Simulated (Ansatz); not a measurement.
The reference is BN in the wurtzite structure (space group P6_3mc, No. 186; a = 2.541 Å, c = 4.203 Å). Axes: x lies along a and z along c of the hexagonal cell.

Structures relaxed with Ansatz (a program for electronic structure) PBEsol, scalar-relativistic without spin-orbit coupling.

Base:

Simulated powder pattern, Co Kα, λ = 1.79026 Å (kinematic, ideal powder, no thermal factors, no anomalous dispersion; the 8 strongest lines at most, above 2 %, up to 2θ = 90°):

```
2θ (°)  I/Imax (%)    hkl
------  ----------  -----
48.00          100  (100)
50.42           59  (002)
54.66           74  (101)
72.17           23  (102)
89.59           47  (110)
```

After one change:

Simulated powder pattern, Co Kα, λ = 1.79026 Å (kinematic, ideal powder, no thermal factors, no anomalous dispersion; the 8 strongest lines at most, above 2 %, up to 2θ = 90°):

```
2θ (°)  I/Imax (%)
------  ----------
48.00          100
51.75           54
54.98           72
73.25           22
89.59           47
```

Problem. Which of these changes matches the shifts?
A. uniaxial strain ε_zz = −1.80 %
B. uniaxial strain ε_zz = −0.60 %
C. uniaxial strain ε_zz = −2.40 %
D. uniaxial strain ε_zz = −1.20 %

Solution. C, uniaxial strain ε_zz = −2.40 %. Its volume per atom is 5.73 Å³ against 5.88 Å³, and its space group is P6_3mc (No. 186).

Stability against distortions was not tested.
